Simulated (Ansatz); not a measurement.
The reference is ZrB$_{2}$ (space group P6/mmm, No. 191; a = 3.155 Å, c = 3.506 Å; relaxed with 0.1 eV smearing). Axes: x lies along a and z along c of the hexagonal cell.

Calculations: DFT with PBEsol, PAW potentials and a 420 eV plane-wave cutoff in Ansatz (a first-principles code), no spin-orbit coupling.

Strains are applied to the cell and any free atomic positions relax.

One change was made to it. Results:

| quantity | base | after |
|---|---|---|
| energy relative to the base (free energy F) | 0 meV/atom | +5.9 meV/atom |
| shortest interatomic distance | 3.442 bohr | 3.442 bohr |

### Question
Which of these changes matches the shifts?
(A) uniaxial strain ε_zz = −2.00 %
(B) uniaxial strain ε_zz = +1.00 %
(C) uniaxial strain ε_zz = −1.00 %
(D) uniaxial strain ε_zz = −3.00 %
(E) uniaxial strain ε_zz = +0.50 %

### Answer
A, uniaxial strain ε_zz = −2.00 %. For comparison, the energy relative to the base in the other runs: uniaxial strain ε_zz = +0.50 % gives +0.4 meV/atom; uniaxial strain ε_zz = −1.00 % gives +1.5 meV/atom; uniaxial strain ε_zz = −3.00 % gives +14 meV/atom; uniaxial strain ε_zz = +1.00 % gives +1.4 meV/atom.

Whether these cells are dynamically stable was not tested. The final runs are not spin-polarised.
